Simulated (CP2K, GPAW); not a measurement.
A CP2K input for a self-consistent single point of Sc (P6_3/mmc, 4 atoms in the cell) (DFT PBE, GPW, DZVP-MOLOPT-SR-GTH basis, GTH-PBE potentials (GTH_POTENTIALS)):

```
&GLOBAL
  PROJECT sc
  RUN_TYPE ENERGY_FORCE
  PRINT_LEVEL LOW
&END GLOBAL
&FORCE_EVAL
  METHOD Quickstep
  STRESS_TENSOR ANALYTICAL
  &DFT
    BASIS_SET_FILE_NAME BASIS_MOLOPT
    POTENTIAL_FILE_NAME GTH_POTENTIALS
    &QS
      METHOD GPW
      EPS_DEFAULT 1E-11
    &END QS
    &MGRID
      CUTOFF 600
      REL_CUTOFF 50
      NGRIDS 5
    &END MGRID
    &SCF
      SCF_GUESS ATOMIC
      EPS_SCF 1E-6
      MAX_SCF 100
      ADDED_MOS 8
      &DIAGONALIZATION
        ALGORITHM STANDARD
      &END DIAGONALIZATION
      &MIXING
        METHOD BROYDEN_MIXING
        ALPHA 0.2
        NBUFFER 10
      &END MIXING
      &SMEAR ON
        METHOD FERMI_DIRAC
        ELECTRONIC_TEMPERATURE [K] 1160.45
      &END SMEAR
    &END SCF
    &KPOINTS
      SCHEME MONKHORST-PACK 8 8 3
      GAMMA_CENTERED T
    &END KPOINTS
    &XC
      &XC_FUNCTIONAL PBE
      &END XC_FUNCTIONAL
    &END XC
    &PRINT
      &MO
        EIGENVALUES T
        OCCUPATION_NUMBERS T
        NDIGITS 8
        FILENAME mo
        &EACH
          QS_SCF 0
        &END EACH
        ADD_LAST NUMERIC
      &END MO
      &MULLIKEN OFF
      &END MULLIKEN
    &END PRINT
  &END DFT
  &SUBSYS
    &CELL
      A 3.15753600 0.00000000 0.00000000
      B -1.57876700 2.73450500 0.00000000
      C 0.00000000 0.00000000 10.15938900
      PERIODIC XYZ
    &END CELL
    &COORD
      SCALED
      Sc       0.00000000     0.00000000     0.00000000
      Sc       0.00000000     0.00000000     0.50000000
      Sc       0.33333300     0.66666700     0.25000000
      Sc       0.66666700     0.33333300     0.75000000
    &END COORD
    &KIND Sc
      BASIS_SET DZVP-MOLOPT-SR-GTH
      POTENTIAL GTH-PBE-q11
    &END KIND
  &END SUBSYS
  &PRINT
    &FORCES ON
    &END FORCES
    &STRESS_TENSOR ON
    &END STRESS_TENSOR
  &END PRINT
&END FORCE_EVAL
```

Question: Give the GPAW input for the same structure, mesh, smearing and functional.

Answer: One input that does it (others would too):

```python
from ase import Atoms
from ase.units import GPa
from gpaw import GPAW, PW, FermiDirac

atoms = Atoms(['Sc', 'Sc', 'Sc', 'Sc'],
              cell=[[3.157536, 0.000000, 0.000000],
                    [-1.578767, 2.734505, 0.000000],
                    [0.000000, 0.000000, 10.159389]],
              positions=[[0.000000, 0.000000, 0.000000],
                         [0.000000, 0.000000, 5.079694],
                         [-0.000001, 1.823004, 2.539847],
                         [1.578770, 0.911501, 7.619542]],
              pbc=True)

calc = GPAW(mode=PW(850),
            xc='PBE',
            kpts={'size': (8, 8, 3), 'gamma': True},
            occupations=FermiDirac(0.1),
            nbands=-8,
            convergence={'density': 1e-05},
            symmetry={'symmorphic': False, 'tolerance': 0.0005},
            maxiter=120)

atoms.calc = calc

energy = atoms.get_potential_energy()
print('Energy (eV):', round(energy, 6))
forces = atoms.get_forces()
print('Forces (eV/Ang):')
print(forces.round(5))
stress = atoms.get_stress()
print('Stress (GPa, Voigt):', (stress / GPa).round(4))
```

Basis, cutoffs, solver keys and any potentials are the target program's own. This input uses DFT PBE, plane waves, GPAW PAW datasets PBE (gpaw-data 1.0.1). Both were run: pressure 7.79 GPa in CP2K and 7.44 in GPAW.

On CP2K: the starting cell was generated: these elements placed on a structure prototype, without a prior relaxation; it need not be a known phase or ordering of this composition. Its lattice was rescaled by a random factor within 2.5 % of one. For this run, on top of that: lattice scaled by 0.98. Values carry the incompleteness of an atom-centred basis. With a pressure of about 8 GPa the cell is away from its equilibrium volume at this level.

On GPAW: the starting cell was generated: these elements placed on a structure prototype, without a prior relaxation; it need not be a known phase or ordering of this composition. Its lattice was rescaled by a random factor within 2.5 % of one. For this run, on top of that: lattice scaled by 0.98. With a pressure of about 7 GPa the cell is away from its equilibrium volume at this level.
